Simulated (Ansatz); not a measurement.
An Ansatz (an electronic-structure program) run: WSe2 with a change (isotropic strain +1.22 %); Kohn–Sham DFT with the r2SCAN+rVV10 functional, run in Ansatz with PAW and 500 eV plane waves, no SOC.

Input:

Ansatz 0.2 input:
```yaml
crystal:
  lattice:
    - [3.3401458848, 0, 0]
    - [-1.6700729424, 2.8926511886, 0]
    - [0, 0, 13.3117373964]
  atoms:
    - { symbol: W, position: [0.3333333333, 0.6666666667, 0.25] }
    - { symbol: W, position: [0.6666666667, 0.3333333333, 0.75] }
    - { symbol: Se, position: [0.3333333333, 0.6666666667, 0.6233620842] }
    - { symbol: Se, position: [0.6666666667, 0.3333333333, 0.1233620842] }
    - { symbol: Se, position: [0.6666666667, 0.3333333333, 0.3766379158] }
    - { symbol: Se, position: [0.3333333333, 0.6666666667, 0.8766379158] }
basis: { ecutwfc: 500, ecutrho_ratio: 4, xc_grid: 4, fft_grid_basis: typed }
kpoints: { mp_grid: { grid: [11, 11, 3] } }
hamiltonian:
  xc: r2scan
  dispersion: rvv10
  pseudopotentials: { kind: paw }
scf: { occupations: { method: fermi_dirac, width: 0.05 }, convergence: { dr2_threshold: 0.0000000006 } }
relax: { f_tol: 0.005, max_steps: 50 }
output: { forces: true, stress: true }
checkpoint: { write: state.ck, write_every: 1000 }
```

Output (explanatory and most iteration lines left out):

```
Relaxation: its limit of steps is 50 (relax.max_steps)
Pseudopotential: W, paw, valence charge 14
Pseudopotential: Se, paw, valence charge 16
Crystal: 6 atoms, lattice volume = 128.616 Å³
Basis set: ecut = 500 eV, 3193 PW (Γ), exchange–correlation on 100×100×400 points (64 copies of the dense FFT grid, shifted against one another)
Bands: 56, of which v1, the nominal top of the filled ones, is band 46 counted from 1 (45 counted from 0)
Symmetry: 24 space group operations
Space group: P63/mmc (ITA 194), of the structure as read, at distance tolerance 5.0e-5 Å
k-points: 32 of 363
Functional: x = r2scan, c = r2scan + rvv10(b = 11.95, C = 0.0093); τ floored in thin density (d = 2e-4 eV/Å³)
SCF iter   1: F=—  HF=-42699.804494 eV  |F-HF|=—  |Δ(HF+E_count)|=         —  Δρ=5.66e-3  dr2=4.87e-2  dr2_τ=7.13e-2  ethr=1.77e-3  ⟨swp⟩=6.2  Hψ=6431  notcnv=0
SCF iter   2: F=—  HF=-42699.921242 eV  |F-HF|=—  |Δ(HF+E_count)|=   1.17e-1  Δρ=3.59e-3  dr2=7.16e-3  dr2_τ=1.94e-3  ethr=5.30e-5  ⟨swp⟩=3.0  Hψ=3739  notcnv=0  defer=82
SCF 1 converged in 9 iterations: F = -42699.932704 eV  dr2 = 8.69e-11
relax step   1: F+E_penalty+E_count = -42699.93270368 eV  Δ(F+E_penalty+E_count) = +0.000e0 eV  max|allowed force component| = 5.792e-1 eV/Å  Δτ_max = 0.0000 Å  (9 SCF iters, accepted)
Crystal: 6 atoms, lattice volume = 128.616 Å³
SCF iter   1: F=—  HF=-42699.774270 eV  |F-HF|=—  |Δ(HF+E_count)|=         —  Δρ=6.99e-3  dr2=6.84e-2  dr2_τ=8.03e-2  ethr=6.43e-5  ⟨swp⟩=1.5  Hψ=5720  notcnv=0  defer=75
SCF iter   2: F=—  HF=-42699.851649 eV  |F-HF|=—  |Δ(HF+E_count)|=   7.74e-2  Δρ=3.28e-3  dr2=1.24e-2  dr2_τ=2.27e-3  ethr=6.43e-5  ⟨swp⟩=2.0  Hψ=2532  notcnv=0  defer=75
SCF 2 converged in 9 iterations: F = -42699.854411 eV  dr2 = 1.80e-10
relax step   2: F+E_penalty+E_count = -42699.85441071 eV  Δ(F+E_penalty+E_count) = +7.829e-2 eV  max|allowed force component| = 1.086e0 eV/Å  Δτ_max = 0.0878 Å  (9 SCF iters, rejected (line search))
Crystal: 6 atoms, lattice volume = 128.616 Å³
SCF iter   1: F=—  HF=-42699.968102 eV  |F-HF|=—  |Δ(HF+E_count)|=         —  Δρ=4.02e-3  dr2=2.25e-2  dr2_τ=2.69e-2  ethr=2.44e-4  ⟨swp⟩=4.3  Hψ=3802  notcnv=0  defer=72
SCF iter   2: F=—  HF=-42699.969351 eV  |F-HF|=—  |Δ(HF+E_count)|=   1.25e-3  Δρ=1.94e-3  dr2=4.55e-3  dr2_τ=7.36e-4  ethr=2.44e-5  ⟨swp⟩=2.0  Hψ=2892  notcnv=0  defer=84
SCF 3 converged in 9 iterations: F = -42699.970333 eV  dr2 = 5.92e-11
relax step   3: F+E_penalty+E_count = -42699.97033347 eV  Δ(F+E_penalty+E_count) = -3.763e-2 eV  max|allowed force component| = 8.716e-2 eV/Å  Δτ_max = 0.0374 Å  (9 SCF iters, accepted)
Crystal: 6 atoms, lattice volume = 128.616 Å³
SCF iter   1: F=—  HF=-42699.971055 eV  |F-HF|=—  |Δ(HF+E_count)|=         —  Δρ=3.70e-4  dr2=1.90e-4  dr2_τ=2.29e-4  ethr=2.11e-6  ⟨swp⟩=2.1  Hψ=3184  notcnv=0  defer=81
SCF iter   2: F=—  HF=-42699.971154 eV  |F-HF|=—  |Δ(HF+E_count)|=   9.88e-5  Δρ=1.78e-4  dr2=3.47e-5  dr2_τ=5.92e-6  ethr=2.07e-7  ⟨swp⟩=2.0  Hψ=2656  notcnv=0  defer=81
SCF 4 converged in 7 iterations: F = -42699.971152 eV  dr2 = 4.75e-10
relax step   4: F+E_penalty+E_count = -42699.97115181 eV  Δ(F+E_penalty+E_count) = -8.183e-4 eV  max|allowed force component| = 4.516e-4 eV/Å  Δτ_max = 0.0047 Å  (7 SCF iters, accepted)
Crystal: 6 atoms, lattice volume = 128.616 Å³
SCF iter   1: F=—  HF=-42699.971152 eV  |F-HF|=—  |Δ(HF+E_count)|=         —  Δρ=4.51e-7  dr2=4.75e-10  dr2_τ=1.10e-11  ethr=1.00e-12  ⟨swp⟩=2.5  Hψ=6359  notcnv=0  defer=59
SCF iter   2: F=-42699.971152 eV  HF=-42699.971152 eV  |F-HF|=7.28e-12  |Δ(HF+E_count)|=  5.82e-11  Δρ=3.00e-7  dr2=1.81e-10  dr2_τ=4.12e-12  ethr=1.00e-12  ⟨swp⟩=3.8  Hψ=4905  notcnv=0
SCF 5 converged in 2 iterations: F = -42699.971152 eV  dr2 = 1.81e-10
SCF converged after 2 iterations
Free energy (F): -42699.971152 eV
Internal energy: -42699.971152 eV  (E = F + TS)
E sigma→0 (E₀):  -42699.971152 eV
Entropy (-TS):   -0.000000 eV (-0.000 meV/atom)
Fermi energy:    12.352935 eV
--- Forces (eV/Å), atoms counted from 1 ---
  atom   1  W      0.00000000     0.00000000     0.00000000
  atom   2  W      0.00000000    -0.00000000     0.00000000
  atom   3  Se     0.00000000     0.00000000    -0.00045320
  atom   4  Se     0.00000000    -0.00000000    -0.00045320
  atom   5  Se     0.00000000    -0.00000000     0.00045320
  atom   6  Se     0.00000000     0.00000000     0.00045320
--- Stress (GPa, compression-positive) ---
       -2.927409       0.000000       0.000000
       -0.000000      -2.927409       0.000000
        0.000000       0.000000      -0.694012
  P = ⅓ Tr σ = -2.1829 GPa (-21.829 kbar)
--- Relaxed structure (4 steps of the walk, 3 accepted, 0 SCFs on fresh bases) ---
  atoms:
    - { symbol: W, position: [0.33333333333333337, 0.6666666666666667, 0.24999999999999997] }
    - { symbol: W, position: [0.6666666666666666, 0.33333333333333337, 0.75] }
    - { symbol: Se, position: [0.33333333333333337, 0.6666666666666667, 0.6258237779672032] }
    - { symbol: Se, position: [0.6666666666666666, 0.33333333333333337, 0.12582377796720332] }
    - { symbol: Se, position: [0.6666666666666666, 0.33333333333333337, 0.37417622203279666] }
    - { symbol: Se, position: [0.33333333333333337, 0.6666666666666667, 0.8741762220327965] }
```

With W present, leaving out spin-orbit coupling can change the band edges. Whether these cells are dynamically stable was not tested. The cell was made from WSe$_{2}$ in the 2H-MoS2 type structure (space group P6_3/mmc, No. 194; layered, stacked along the Cartesian z axis) by this change: isotropic strain +1.22 %.
